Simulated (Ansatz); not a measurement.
An Ansatz (an electronic-structure program) input (Ansatz PBEsol-D3(BJ), no SOC, earlier PAW set):

Ansatz 0.2 input:
```yaml
crystal:
  lattice:
    - [4.0645503713, 0, 0]
    - [2.0322751857, 3.5200038765, 0]
    - [0, 0, 6.6229764867]
  atoms:
    - { symbol: Cd, position: [0, 0, 0] }
    - { symbol: I, position: [0.6666666667, 0.6666666667, 0.2611485414] }
    - { symbol: I, position: [0.3333333333, 0.3333333333, 0.7388514586] }
basis: { ecutwfc: 420, ecutrho_ratio: 4, xc_grid: 2, fft_grid_basis: typed }
kpoints: { mp_grid: { grid: [9, 9, 5] } }
hamiltonian:
  xc: pbesol
  dispersion: d3bj
  pseudopotentials: { azcp: { folder: ./paw }, kind: paw }
scf: { occupations: { method: fermi_dirac, width: 0.05 } }
relax: { f_tol: 0.005, max_steps: 50, cell: { stress_tol: 0.01, fix: [a, b, gamma] } }
output: { forces: true, stress: true }
checkpoint: { write: state.ck, write_every: 1000 }
```

Q: Which symmetry and how many k-points will the program report, and about how many plane waves at Γ?

A: Space group P-3m1 (ITA 164) with 12 operations, k-points 50 of 405, and 1811 plane waves at Γ.

Q: And the final pressure?

A: 0.86 GPa (compression positive).

The cells carry an imposed strain or load. No phonon test of stability was made. The cell was made from CdI2 in the CdI2 type structure (space group P-3m1, No. 164; layered, stacked along the Cartesian z axis) by this change: biaxial strain −2.12 %, plane normal [001], relaxed out of plane.
